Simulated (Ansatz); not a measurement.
# Mg2Sn: isotropic strain +2.00 %

The parent structure is Mg₂Sn (space group Fm-3m, No. 225; a = 6.8176 Å; relaxed with 0.1 eV smearing).

Now apply this change: an isotropic linear strain of +2.00 %; the atoms relax in the strained cell.

Calculations: plane-wave PAW DFT at the PBE level (Ansatz, a program for electronic structure, 420 eV), spin-orbit coupling left out. Γ-centred 15×15×15 mesh, Fermi–Dirac width 0.1 eV.

The volume per atom grows by 1.616 Å³ (26.41 Å³ → 28.02 Å³) and the space group remains Fm-3m (No. 225). The shortest interatomic distance rises by 0.1116 bohr, from 5.579 bohr to 5.690 bohr and the energy rises by 11 meV/atom. The pressure goes from zero to -2.1 GPa and the band gap is still zero.

Final structure:

```yaml
crystal:
  lattice:
    - [0.00000, 3.47697, 3.47697]
    - [3.47697, 0.00000, 3.47697]
    - [3.47697, 3.47697, 0.00000]
  atoms:
    - { symbol: Mg, position: [0.25000, 0.25000, 0.25000] }
    - { symbol: Mg, position: [0.75000, 0.75000, 0.75000] }
    - { symbol: Sn, position: [0.00000, 0.00000, 0.00000] }
```

Cost of the whole job for the changed cell (relaxation, final SCF and bands): roughly 14 core-seconds.

Stability against distortions was not tested.
